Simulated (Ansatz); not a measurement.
**BaAg2GeS4 under a change: pressure 7.5 GPa**

Base system: BaAg2GeS4 (space group I-42m, No. 121; a = 6.726 Å, c = 8.050 Å).

Modification: a hydrostatic pressure of 7.5 GPa.

The values are results of Ansatz (an electronic-structure program), PBEsol, PAW, cutoff 420 eV, no SOC, not measurements. Settings: 7×7×7 k-points, 0.05 eV Fermi–Dirac smearing.

The volume per atom shrinks by 2.576 Å³ (22.76 Å³ → 20.19 Å³) and the lattice parameter a shrinks by 0.092 Å, from 6.726 Å to 6.634 Å. The c/a ratio decreases by 0.0904 (1.197 → 1.106) and the shortest interatomic distance decreases by 0.0343 Å (2.224 Å → 2.189 Å). The enthalpy H = E + PV relative to the base's energy is +1.00 eV/atom and the band gap falls by 0.08 eV (0.48 eV → 0.40 eV). The gap character stays indirect, M → Γ and the width of the top valence band grows by 0.41 eV to 1.83 eV. The electron mass changes from 0.26 mₑ along c, 0.18 mₑ across (at Γ) to 0.31 mₑ along c, 0.18 mₑ across (at Γ).

Load acts through the strain it causes; cell and atoms are relaxed under it. Effective masses come from finite differences of ±0.01 Å⁻¹. Whether these cells are dynamically stable was not tested. Competing high-pressure phases were not computed.
